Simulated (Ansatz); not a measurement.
Relaxation of the outer planes of the (112) surface of tetragonal WSi2 in its 1x1 cell (cut with top plane Si, bottom plane Si), outermost plane spacing 0.67 Å in the ideal cut (one of several cuts of this face), with 2 Si a cell over the bulk's ratio.

Computed with PBE (plane waves to 420 eV, PAW; Ansatz, a program for electronic structure).

Model: 17-atom slab, Si12W5, 10.5 Å thick at the start, 8x8x1 mesh, Fermi-Dirac 0.1 eV, dipole correction, all atoms relaxed; symmetry of the start imposed; no spin, no spin-orbit, no U.

| plane | atoms | bulk spacing to the next (Å) | relaxed spacing (Å) | change (%) | rumpling (Å) |
|---|---|---|---|---|---|
| 1 | Si | 0.668 | 0.520 | -22.1 | 0.00 |
| 2 | Si | 0.653 | 0.680 | 4.1 | 0.00 |
